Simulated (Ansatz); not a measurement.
**Pyrite PtAs2**

The numbers are results of PBE-D4 (plane waves, PAW; Ansatz, a program for electronic structure), not measurements.

Run with plane-wave cutoff 520 eV, 6×6×6 k mesh, Fermi–Dirac smearing 0.01 eV, scalar-relativistic PAW data made under PBE.

Cell (relaxed at this level):

```xyz
12
Lattice="5.9946 0.0000 0.0000 0.0000 5.9946 0.0000 0.0000 0.0000 5.9946" Properties=species:S:1:pos:R:3 pbc="T T T"
As     3.6972     5.2947     0.6999
As     0.6999     3.6972     5.2947
As     3.6972     3.6972     3.6972
As     2.2974     2.2974     2.2974
As     5.2947     0.6999     3.6972
As     5.2947     2.2974     0.6999
As     0.6999     5.2947     2.2974
As     2.2974     0.6999     5.2947
Pt     0.0000     2.9973     2.9973
Pt     2.9973     0.0000     2.9973
Pt     0.0000     0.0000     0.0000
Pt     2.9973     2.9973     0.0000
```

For pyrite PtAs2, the bulk modulus B0 is 151 GPa, the band gap comes out as 0.21 eV and the smallest direct gap on the k points sampled is 0.97 eV. The direct gap at Γ is 1.62 eV and the pressure derivative B′ of the bulk modulus comes out as 5.1.

Note: the bulk modulus comes from volumes at which shape and atoms were relaxed.

Spin–orbit coupling is not included; it can close the smallest gap of 0.21 eV.
